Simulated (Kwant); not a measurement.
Model: Hückel tight-binding model, one pz orbital an atom, one spin, coherent transport at 0 K (Kwant). Conductance is in e²/h.

Model system: π system c1cc2ccc3cccc4ccc(c1)c2c34 between two chain leads. The π system is taken as planar. Atoms are numbered from 0 in the order of the SMILES. Site energies (eV, carbon 0): [0.0, 0.0, 0.0, 0.0, 0.0, 0.0, 0.0, 0.0, 0.0, 0.0, 0.0, 0.0, 0.0, 0.0, 0.0, 0.0]. Bonds (i, j, β in eV): (0,1,-2.4) (1,2,-2.4) (2,3,-2.4) (3,4,-2.4) (4,5,-2.4) (5,6,-2.4) (6,7,-2.4) (7,8,-2.4) (8,9,-2.4) (9,10,-2.4) (10,11,-2.4) (11,12,-2.4) (12,13,-2.4) (12,14,-2.4) (14,15,-2.4) (13,0,-2.4) (14,2,-2.4) (15,5,-2.4) (15,9,-2.4). Leads: chains of hopping −3.6 eV, joined by −0.48 eV to atoms 1 and 6.

Site energies and bond integrals are typed Hückel values.

Sweep values stay those of the base run.

One input was changed, with this effect: transmission at E = 0 0.00071 → 0.0020.

Which change was it?
A. contacts moved from atoms [1, 6] to [3, 11]
B. contacts moved from atoms [1, 6] to [1, 3]
C. contacts moved from atoms [1, 6] to [0, 3]
D. contacts moved from atoms [1, 6] to [3, 4]
E. contacts moved from atoms [1, 6] to [1, 11]
F. contacts moved from atoms [1, 6] to [1, 10]

D, contacts moved from atoms [1, 6] to [3, 4]
